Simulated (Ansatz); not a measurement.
Data:

End structure of a constructed model of the (111) surface of fcc Rh, a pseudomorphic layer of Ni in the host's stacking (bottom of the slab: a bare face, its two planes held):

```xyz
7
Lattice="2.7082 0.0000 0.0000 -1.3541 2.3454 0.0000 0.0000 0.0000 29.5000" Properties=species:S:1:pos:R:3 pbc="T T T"
Rh     0.0000     1.5636     8.0726
Rh     1.3541     0.7818    10.2838
Rh     0.0000     0.0000    12.4738
Rh     0.0000     1.5636    14.6964
Rh     1.3541     0.7818    16.9087
Rh     0.0000     0.0000    19.1187
Ni     0.0000     1.5636    21.1459
```

Model: 7-atom slab, 13.4 Å thick at the start with caps and adatoms (thin: gaps and levels are the slab's own), 16x16x1 mesh, Fermi-Dirac 0.1 eV, dipole correction, 2 atoms held, the rest relaxed; held to the start's symmetry, so lower structures may exist; spin-polarised, ending with about 1.0 μB a cell; orders that need a larger cell were not tried, no spin-orbit, no U. In PBE it is, or lies within 0.01 eV a 1x1 cell of, the lowest of the 2 structures of its composition computed so far; subsurface sites and larger cells were not tried.

**Question.** Estimate the work function of the top face that PBE in Ansatz (a first-principles code) returns for this input.

**Answer.** 4.79 eV
